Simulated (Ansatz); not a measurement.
## Habitual settings against a tight run: YbInPd (P-62m, 9 atoms in the cell)

Self-consistent single point.

```
YbInPd
1.0
    7.45585     0.00000     0.00000
   -3.72793     6.45696     0.00000
    0.00000     0.00000     3.93113
Yb In Pd
3 3 3
Direct
  0.59219   0.59219   0.50000
  0.00000   0.40781   0.50000
  0.40781   0.00000   0.50000
  0.25834   0.25834   0.00000
  0.00000   0.74166   0.00000
  0.74166   0.00000   0.00000
  0.00000   0.00000   0.50000
  0.33333   0.66667   0.00000
  0.66667   0.33333   0.00000
```

Computed with PBEsol, default PAW files made with PBE (plane waves; Ansatz, a first-principles code).

Base settings: basis.ecutwfc = 420 eV; kpoints.mp_grid.grid = 5 5 8; hamiltonian.xc = pbesol; hamiltonian.pseudopotentials = {kind: paw} (the program's default PAW files); scf.occupations.method = methfessel_paxton; scf.occupations.width = 0.272 eV.

Tight run (finer mesh or higher cutoff; not a proven limit): basis.ecutwfc: 420 eV → 590 eV; kpoints.mp_grid.grid: 5 5 8 → 7 7 11; scf.convergence.dr2_threshold: default (1e-07 eV) → 1e-09 eV. It gave Fermi level (on the code's own zero) 15.14 eV; pressure 0.58 GPa; largest force (vector length) 0.014 eV/Å.

Quick runs, as changes from the base:
- A: the base itself
- B: kpoints.mp_grid.grid: 5 5 8 → 4 4 4; hamiltonian.xc: pbesol → lda; scf.occupations.method: methfessel_paxton → fermi_dirac; scf.convergence.dr2_threshold: default (1e-07 eV) → 0.0001 eV [LDA (PW92)]
- C: basis.ecutwfc: 420 eV → 335 eV; kpoints.mp_grid.grid: 5 5 8 → 6 6 6; scf.occupations.method: methfessel_paxton → gaussian; scf.occupations.width: 0.272 eV → 0.136 eV
- D: basis.ecutwfc: 420 eV → 210 eV; kpoints.mp_grid.grid: 5 5 8 → 8 8 8; hamiltonian.xc: pbesol → lda; scf.occupations.method: methfessel_paxton → fermi_dirac; scf.occupations.width: 0.272 eV → 0.2 eV [LDA (PW92)]
- E: basis.ecutwfc: 420 eV → 335 eV; kpoints.mp_grid.grid: 5 5 8 → 2 2 2; scf.convergence.dr2_threshold: default (1e-07 eV) → 0.001 eV

Energies are extrapolated to zero smearing width, which holds to low order in the width alone.

Dashes: energy of B, D, another energy zero.

† marks runs with another functional, U, potentials or spin treatment: their distance from the tight run is not a convergence error alone.

The count of work is k-points × plane waves × bands × iterations; it is no time. 

Pressures in the table are Ansatz's without its Pulay estimate, at a fixed set of plane waves; the tight run's value above holds the estimate.

The starting cell comes from a database of computed structures (which also holds hypothetical and non-ambient phases and stackings), without a prior relaxation at this level. Its lattice was rescaled by a random factor within 2.5 % of one. Spin polarisation is off.

| run | energy less tight (meV/atom) | pressure less tight (GPa) | largest miss in a force vector (eV/Å) | count of work / tight |
|---|---|---|---|---|
| A | 0.1 | -0.03 | 0.007 | 0.27 |
| B† | – | -3.01 | 0.111 | 0.058 |
| C | 3.8 | -1.36 | 0.061 | 0.10 |
| D† | – | -255.78 | 0.334 | 0.10 |
| E | 2.5 | -1.68 | 0.099 | 0.023 |

Among the runs at the tight run's level, the energy misses run from 0.1 to 3.8 meV/atom.

Left out of this page: 1 run of the series unsound by tests on forces, stress, charge or solver warnings.

Keys are those of Ansatz 0.2.
